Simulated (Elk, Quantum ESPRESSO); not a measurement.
An Elk input for a self-consistent single point of Na₃Tl (I4/mmm, 4 atoms in the cell) (DFT, PBEsol, all-electron FP-LAPW, Elk's shipped species files, APW+lo basis with extra local orbitals):

```
tasks
  0

xctype
  22

tforce
  .true.

rgkmax
  8.0

gmaxvr
  18.0

lmaxapw
  10

lmaxo
  8

nxlo
  2

lorbcnd
  .true.

lradstp
  2

nrmtscf
  2.0

lmaxi
  4

stype
  0

swidth
  0.00999582

avec
   -4.7251543500    4.7251543500    9.4880578690
    4.7251543500   -4.7251543500    9.4880578690
    4.7251543500    4.7251543500   -9.4880578690

atoms
  2   : nspecies
  'Na.in'   : spfname
  3   : natoms; atposl, bfcmt below
  0.7500000000  0.2500000000  0.5000000000    0.0 0.0 0.0
  0.2500000000  0.7500000000  0.5000000000    0.0 0.0 0.0
  0.5000000000  0.5000000000  0.0000000000    0.0 0.0 0.0
  'Tl.in'   : spfname
  1   : natoms; atposl, bfcmt below
  0.0000000000  0.0000000000  0.0000000000    0.0 0.0 0.0

ngridk
  6 6 6
```

### Question
Write the same calculation as an input for Quantum ESPRESSO.

### Answer
This is the input that was run; spellings and numerical settings could be chosen otherwise.

```fortran
&control
 calculation = 'scf'
 prefix = 'scf'
 outdir = './tmp/'
 pseudo_dir = './'
 tprnfor = .true.
 tstress = .true.
/
&system
 ibrav = 7
 celldm(1) = 9.4503086999
 celldm(3) = 2.007988981157
 nat = 4
 ntyp = 2
 ecutwfc = 75
 ecutrho = 600
 occupations = 'smearing'
 smearing = 'gauss'
 degauss = 0.019992
 input_dft = 'pbesol'
/
&electrons
 conv_thr = 1.0e-11
/
ATOMIC_SPECIES
Na    22.9898  Na_ONCV_PBE-1.0.oncvpsp.upf
Tl   204.3800  Tl_pbe_v1.2.uspp.F.UPF
ATOMIC_POSITIONS crystal
Na   -0.5000000000    0.2500000000    0.7500000000
Na   -0.5000000000    0.7500000000    0.2500000000
Na    0.0000000000    0.5000000000    0.5000000000
Tl    0.0000000000    0.0000000000    0.0000000000
K_POINTS automatic
6 6 6  0 0 0
```

Basis settings and potentials, where a program has them, do not carry over. This input uses DFT, PBEsol, plane waves, SSSP 1.1.2 precision (PBE) pseudopotentials.

The starting cell comes from a database of computed structures (which also holds hypothetical and non-ambient phases and stackings), without a prior relaxation at this level. Its lattice was rescaled by a random factor within 2.5 % of one.
